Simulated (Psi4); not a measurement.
Psi4 1.11, B3LYP/cc-pvtz: C[SiH](C)[SiH](C)C, 20 atoms. The geometry is a generated start, not checked to be a minimum at this level.

```yaml
task: energy
method: b3lyp
basis: cc-pvtz
scf_type: df (default)
guess: auto, which took SAD (default)
diis_max_vecs: 10 (default)
scf_initial_accelerator: adiis (default)
e_convergence: 1e-06 (default)
d_convergence: 1e-06 (default)
dft_radial_points: 75 (default)
dft_spherical_points: 302 (default)
basis_functions: 384
grid_points: 424786
```

On 4 threads. Build: conda-forge: OpenMP (LLVM), MKL, Libint2. Single runs; times are not shown.

Values of memory tried: 8 GB, 4 GB, 2 GB, 1 GB, 0.5 GB, 0.3 GB.

Question: What happens as the memory setting falls?

Answer: It runs down to 0.3 GB, the lowest tried, with the same result. At 8 GB: SCF: fitted integrals in core. From 1 GB down: SCF: fitted integrals on disk.

| memory | path | peak memory |
|---|---|---|
| 8 GB | SCF: fitted integrals in core | 4.2 GiB |
| 4 GB | SCF: fitted integrals in core | 2.8 GiB |
| 2 GB | SCF: fitted integrals in core | 1.8 GiB |
| 1 GB | SCF: fitted integrals on disk | 1.3 GiB |
| 0.5 GB | SCF: fitted integrals on disk | 0.93 GiB |
| 0.3 GB | SCF: fitted integrals on disk | 0.79 GiB |

Peak memory is the kernel's count for the largest process, libraries included and scratch files not. The peak passes the setting at 1 GB, 0.5 GB, 0.3 GB: it is no hard cap.
